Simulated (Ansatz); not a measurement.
The parent structure is SnTe in the rock salt structure (space group Fm-3m, No. 225; a = 6.371 Å). Axes: x, y, z lie along the cube axes.

It is then changed as follows: a pure shear with ε_xz = ε_zx = 0.0039; the atoms relax in the strained cell.

Levels (all Ansatz, a first-principles code, PAW, earlier PAW set): r2SCAN (500 eV, no spin-orbit coupling); HSE06 (420 eV, no spin-orbit coupling).

The geometry is relaxed with r2SCAN.

| Quantity | Value |
|---|---|
| r2SCAN lowest conduction level above the VBM at special points | R 0.08 eV; S 0.13 eV; W 0.82 eV; Γ 3.32 eV |

Predict the lowest conduction level above the VBM at special points from HSE06.

The lowest conduction level above the VBM at special points goes from R 0.08 eV; S 0.13 eV; W 0.82 eV; Γ 3.32 eV to R 0.19 eV; S 0.24 eV; W 1.07 eV; Γ 3.75 eV.

Single points use the geometry relaxed with r2SCAN. HSE06 gaps are upper bounds (no full band path). The levels and masses belong to the bands next to the band gap. Stability against distortions was not tested. Labels are those of the standard path for the cell's own space group.
